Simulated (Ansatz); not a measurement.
Input:

```xyz
3
Lattice="0.0000 2.8449 2.8449 2.8449 0.0000 2.8449 2.8449 2.8449 0.0000" Properties=species:S:1:pos:R:3 pbc="T T T"
Li     1.4224     1.4224     1.4224
Li     4.2673     4.2673     4.2673
Se     0.0000     0.0000     0.0000
```

No spin polarisation.

The values are results of PBE in Ansatz (plane waves to 420 eV, PAW, no spin-orbit coupling), not measurements. k-mesh 10×10×10 (Γ-centred); smearing 0.05 eV (Fermi–Dirac).

Question: What is the computed gap character?

Answer: Indirect, Γ → X.

Question: What band gap does the calculation give?

Answer: 2.81 eV.

Question: What is the computed smallest direct gap?

Answer: 4.12 eV.

Load acts through the strain it causes; cell and atoms are relaxed under it. Stability against distortions was not tested. Competing high-pressure phases were not computed. The cell was made from Li2Se in the anti-fluorite structure (space group Fm-3m, No. 225) by this change: pressure 7.5 GPa.

Ansatz is an electronic-structure program.
